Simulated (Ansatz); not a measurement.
V_Li in rock-salt LiF

Calculation: PBE, PAW (plane waves to 420 eV; Ansatz, a program for electronic structure). The supercell holds 64 host sites (2×2×2 repeats of the unit cell), with a 2×2×2 shifted k-point sampling for the final energies. Site at the start: the Li site. Energies of charged states are corrected for periodic images (point charge plus alignment at distant sites). Dielectric constants: PBE linear response of the host. Host gap at this level: 8.83 eV. These values are not converged in cell size to better than tenths of an eV. The semilocal functional narrows the gap, so deep levels can fall outside it. Spin–orbit coupling is left out. Each state is the lowest found from its start.

Formation energies E_f are given with the Fermi level at the valence-band maximum. Chemical conditions: F-rich (Δμ(Li) = -5.89 eV; only phases computed here count, gases as isolated molecules at 0 K); Li-rich (Δμ(Li) = 0.00 eV; only phases computed here count, gases as isolated molecules at 0 K). Reference phases: Li: bcc Li.

```csv
charge,moment (μB),point group,largest move off a lattice site (Å),image correction with alignment (eV),"E_f, F-rich (eV)","E_f, Li-rich (eV)",above the lowest spin state (eV)
+1*,2.0,–,0.10,–,–,–,0.00
+1†,not spin-polarised,–,0.10,-0.08,–,–,0.04
0†,1.0,–,0.11,0.00,0.73,6.62,0.00
0†,1.0,–,0.11,0.00,0.73,6.62,0.00
−1,not spin-polarised,Oh,0.12,0.33,0.96,6.85,0.00
```

* At this level the carrier isn't localised at the defect: at charge +1 holes occupy the valence band. Such a state is shallow or no state of the defect, and this cell gives it no level.

† Not settled in this cell, so no level is given: charge 0: a level filled in part, carriers not clearly localised.

Point groups are those of the whole cell at tolerances of 0.03 and 0.1 Å ("near" where only the looser one holds); none is given for unsettled states.

Starting moments that weren't kept: charge 0 began with 3 μB and ended with 1.0.

All states together cost about 19 core-minutes (a rough figure).
